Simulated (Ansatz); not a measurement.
We consider Pt3AlN (model structure, started from the Ni3MgC type, Pm-3m, No. 221, 5 atoms in the cell), described by r²SCAN in Ansatz (PAW).

Numerical settings: plane-wave cutoff 560 eV, 14×14×14 k mesh, Fermi–Dirac smearing 0.05 eV, scalar-relativistic PAW data made under PBE.

Cell (relaxed at this level):

```
AlPt3N
1.0
    4.15707     0.00000     0.00000
    0.00000     4.15707     0.00000
    0.00000     0.00000     4.15707
Al Pt N
1 3 1
Direct
  0.00000   0.00000   0.00000
  0.00000   0.50000   0.50000
  0.50000   0.00000   0.50000
  0.50000   0.50000   0.00000
  0.50000   0.50000   0.50000
```

Q: Give the computed bulk modulus.

A: 
* **bulk modulus**: 212 GPa

The run finds no gap.

Note: the bulk modulus is −V dP/dV from two relaxed cells at ±2 % in volume; the relaxation could raise the start's symmetry but not lower it, so the cell can be a saddle point.

Spin–orbit coupling is not included; it can open a gap where bands touch, and shift volumes and moduli.

Static lattice: no zero-point or thermal effects.

The result took around 5 core-minutes (rough).

A model structure was made by putting elements into a prototype or built by hand; it is no filed structure, need not be a known phase, and can be a saddle point held by its symmetry.

Ansatz is an electronic-structure program.
